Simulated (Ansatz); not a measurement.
Input:

```yaml
crystal:
  lattice:
    - [3.47519, 0.00000, 0.00000]
    - [0.00000, 3.47519, 0.00000]
    - [0.00000, 0.00000, 6.06713]
  atoms:
    - { symbol: Pt, position: [0.50000, 0.00000, 0.50000] }
    - { symbol: Pt, position: [0.00000, 0.50000, 0.00000] }
    - { symbol: S, position: [0.00000, 0.00000, 0.75000] }
    - { symbol: S, position: [0.00000, 0.00000, 0.25000] }
```

Calculation: PBEsol, rigid bands (plane waves, PAW, scalar-relativistic; Ansatz, a quantum-chemistry and plane-wave program). How the cell was made: cell and atoms relaxed with PBEsol.

Task: Predict the electron conductivity mass (n e² τ/σ) at 300 K, by direction if it differs.

Result: 1.17 (x), 1.17 (y), 0.70 (z) mₑ.

Task: And the band gap?

Result: 0.52 eV at this level; semilocal functionals usually fall short of the measured gap.

Rigid bands, one relaxation time for all states, no polarons. Spin-orbit coupling is left out; where it splits the top of the valence band it changes the hole mass and lowers the gap by about a third of the splitting.

Formula and space group known from diffraction (Crystallography Open Database), not checked to be the room-temperature form: PtS (P4_2/mmc).
